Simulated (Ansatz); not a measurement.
Consider V vacancy in bcc V, neutral cell. The step: one V atom jumps into the vacancy from a nearby V site; the atom moves 2.37 Å along (-0.45, -0.45, 0.46) of the unit cell; the moving atom starts with neighbours V at 2.56, 5 V at 2.61, V at 2.68, 2 V at 2.88, V at 2.89, 2 V at 3.06, V at 3.11 Å and ends with V at 2.56, 5 V at 2.61, V at 2.68, 2 V at 2.88, V at 2.89, 2 V at 3.06, V at 3.10 Å. A PBE band in Ansatz (plane-wave PAW, a 2×2×3 k-point mesh shifted by half a step, 36 host sites, 23 SCF runs with any check of the saddle's order, static, no finite-size correction) gives a forward barrier of 0.48 eV. The saddle point's order was not checked, and it lies on a symmetry element of the cell, where a band can be held. Forms of the defect that were not tried may lie lower.

Single points at the band's start and saddle point can refine it. Rough cost of one point, in units of the band's mean SCF on the same machine:

```tsv
Level	Cost of one point
PBE, a 3×3×5 k-point mesh shifted by half a step	about 4
r2SCAN at 500 eV, a 2×2×3 k-point mesh shifted by half a step	about 4
```

Problem. Which of these move the barrier by more than 0.1 eV, and how far does each move it?

Solution. Not one does. PBE, a 3×3×5 k-point mesh shifted by half a step: -0.03 eV; r2SCAN at 500 eV, a 2×2×3 k-point mesh shifted by half a step: +0.05 eV. Each functional is compared with PBE at the same k-points.

Ansatz is a quantum-chemistry and plane-wave program.
